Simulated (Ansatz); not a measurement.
# C on the 1x1 (100) surface of fcc Cu, one in a 2x2 cell, started at the site 'hollow Cu-Cu-Cu-Cu over Cu at depth 1.8 Å'

These are PBE (plane waves to 420 eV, PAW; Ansatz, an electronic-structure program) values and carry that method's errors.

Model: 17-atom slab, 5.3 Å thick at the start under the adsorbate (thin: gaps and levels are the slab's own), 6x6x1 mesh, Fermi-Dirac 0.1 eV, dipole correction, 8 atoms held, the rest relaxed; symmetry of the start imposed; spin-polarised, no spin-orbit, no U, no dispersion correction. The starting moment vanished. At the end it is bonded to 5 Cu. In PBE it is, or lies within 0.03 eV of, the lowest of the starts that converged.

* **adsorption energy against an atom of graphite**: 1.53 eV
* **work function of the top face**: 5.02 eV
* **change of the work function**: 0.48 eV
* **change of the step from the bottom to the top vacuum level, against the clean slab**: 0.47 eV
* **energy released by relaxation**: 1.17 eV
* **height of the binding atom over the mean of the host atoms within 0.3 Å of the top one**: 0.257 Å
* **magnetic moment of the cell**: 0.00 μB
* **nearest host atoms of the binding atom**: Cu at 1.90 Å, Cu at 1.90 Å, Cu at 1.90 Å
* **largest move of a host atom**: 0.13 Å
* **cost**: very roughly 30 core-minutes

A negative adsorption energy means that the adsorbate is more stable on the surface than in its reference.
